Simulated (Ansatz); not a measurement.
The parent structure is SiC in the zinc blende structure (space group F-43m, No. 216; a = 4.356 Å). Axes: x, y, z lie along the cube axes.

One thing is altered: biaxial strain +3.07 %, plane normal [001], relaxed out of plane (Cartesian); in-plane vectors clamped, the third vector and the atoms free.

Computed with r2SCAN (Ansatz, a program for electronic structure; PAW; 500 eV plane waves; no spin-orbit coupling).

Q: Give the band edges at the high-symmetry points of the new zone, measured from its valence-band maximum.

A: 
```json
[
 {"point": "Γ", "valence edge (eV)": "0.00", "conduction edge (eV)": "6.08"},
 {"point": "X", "valence edge (eV)": "-3.25", "conduction edge (eV)": "1.69"},
 {"point": "P", "valence edge (eV)": "-4.90", "conduction edge (eV)": "5.93"},
 {"point": "N", "valence edge (eV)": "-1.02", "conduction edge (eV)": "5.20"},
 {"point": "M", "valence edge (eV)": "-3.84", "conduction edge (eV)": "1.22"},
 {"point": "S", "valence edge (eV)": "-3.36", "conduction edge (eV)": "2.65"},
 {"point": "S₀", "valence edge (eV)": "-3.36", "conduction edge (eV)": "2.65"},
 {"point": "R", "valence edge (eV)": "-4.88", "conduction edge (eV)": "4.90"},
 {"point": "G", "valence edge (eV)": "-4.88", "conduction edge (eV)": "4.90"}
]
```

The gap is 1.22 eV, indirect, Γ → M.

Stability against distortions was not tested. k-point labels follow each cell's own Brillouin zone.
